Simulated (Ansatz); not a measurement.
**Quick settings and what they miss: ZnAg (Pm-3m, 2 atoms in the cell)**

Self-consistent single point.

```xyz
2
Lattice="3.2108 0.0000 0.0000 0.0000 3.2108 0.0000 0.0000 0.0000 3.2108" Properties=species:S:1:pos:R:3 pbc="T T T"
Zn     1.6054     1.6054     1.6054
Ag     0.0000     0.0000     0.0000
```

Level of theory: PBEsol, PAW files made with PBE (plane waves; Ansatz, a first-principles code).

Base settings: basis.ecutwfc = 30.9 Ry; kpoints.mp_grid.grid = 8 8 8; hamiltonian.xc = pbesol; hamiltonian.pseudopotentials = {kind: paw} (the program's default PAW files); scf.occupations.method = methfessel_paxton; scf.occupations.width = 0.0073 Ry.

Tight run (finer mesh or higher cutoff; not a proven limit): basis.ecutwfc: 30.9 Ry → 43.4 Ry; kpoints.mp_grid.grid: 8 8 8 → 11 11 11; scf.convergence.dr2_threshold: default (1e-07 eV) → 1e-09 eV. It gave Fermi level (on the code's own zero) 13.68 eV; pressure -8.07 GPa.

Quick runs, as changes from the base:
- A: the base itself
- B: basis.ecutwfc: 30.9 Ry → 24.6 Ry; kpoints.mp_grid.grid: 8 8 8 → 6 6 6; scf.occupations.width: 0.0073 Ry → 0.0367 Ry
- C: basis.ecutwfc: 30.9 Ry → 18.4 Ry; kpoints.mp_grid.grid: 8 8 8 → 6 6 6; kpoints.mp_grid.shift: default → 0.5 0.5 0.5
- D: basis.ecutwfc: 30.9 Ry → 15.4 Ry; kpoints.mp_grid.grid: 8 8 8 → 2 2 2; scf.occupations.method: methfessel_paxton → gaussian; scf.occupations.width: 0.0073 Ry → 0.02 Ry; kpoints.mp_grid.shift: default → 0.5 0.5 0.5; scf.convergence.dr2_threshold: default (1e-07 eV) → 0.001 eV
- E: basis.ecutwfc: 30.9 Ry → 18.4 Ry; kpoints.mp_grid.grid: 8 8 8 → 3 3 3
- F: basis.ecutwfc: 30.9 Ry → 21.7 Ry; kpoints.mp_grid.grid: 8 8 8 → 4 4 4; scf.occupations.method: methfessel_paxton → cold; scf.occupations.width: 0.0073 Ry → 0.01 Ry; kpoints.mp_grid.shift: default → 0.5 0.5 0.5

Energies are extrapolated to zero smearing width, which holds to low order in the width alone.

The count of work is k-points × plane waves × bands × iterations; it is no time. 

Pressures in the table are Ansatz's without its Pulay estimate, at a fixed set of plane waves; the tight run's value above holds the estimate.

The starting cell comes from a database of computed structures (which also holds hypothetical and non-ambient phases and stackings), without a prior relaxation at this level. Its lattice was rescaled by a random factor within 2.5 % of one. In the base run, with a pressure of about -8 GPa the cell is away from its equilibrium volume at this level.

```tsv
run	energy less tight (meV/atom)	pressure less tight (GPa)	count of work / tight
A	-5.1	0.14	0.32
B	45.8	-0.91	0.14
C	1013.6	-70.33	0.046
D	5881.4	-237.82	0.0032
E	1125.7	-66.07	0.018
F	200.8	-9.78	0.023
```

Among the runs at the tight run's level, the energy misses run from 5.1 to 5881.4 meV/atom.

Keys are those of Ansatz 0.2.
